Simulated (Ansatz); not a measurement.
The starting structures come from a database of crystals and need not be the phases stable at ambient conditions.

Tunnelling through a barrier is set by its complex band structure: the current falls as exp(−2κd) with the smallest κ.

Here is the system:

```
MgCl2H4O2
1.0
    5.59932    -0.25216    -0.12472
   -0.54316     5.57862    -0.12472
    0.52766     0.55586     3.58017
Mg H Cl O
1 4 2 2
Direct
  0.00000   0.00000   0.00000
  0.39595   0.77719   0.83903
  0.60405   0.22281   0.16097
  0.22281   0.60405   0.16097
  0.77719   0.39595   0.83903
  0.24256   0.24256   0.42856
  0.75744   0.75744   0.57144
  0.23974   0.76026   0.00000
  0.76026   0.23974   0.00000
```

The cell was relaxed by PBE-D3(BJ); by r2SCAN it stands under a pressure of -0.7 GPa.

Transport runs along the normal of the first two printed cell vectors.

No gap correction and no spin-orbit coupling; mid-gap is the computed energy nearest the middle.

Task: Compute, with r2SCAN (Ansatz, a program for electronic structure), the band gap and the smallest decay constant κ at mid-gap.

Result: Gap 6.20 eV on a 6×6×8 mesh; κ = 0.399 1/Å, at the zone centre.
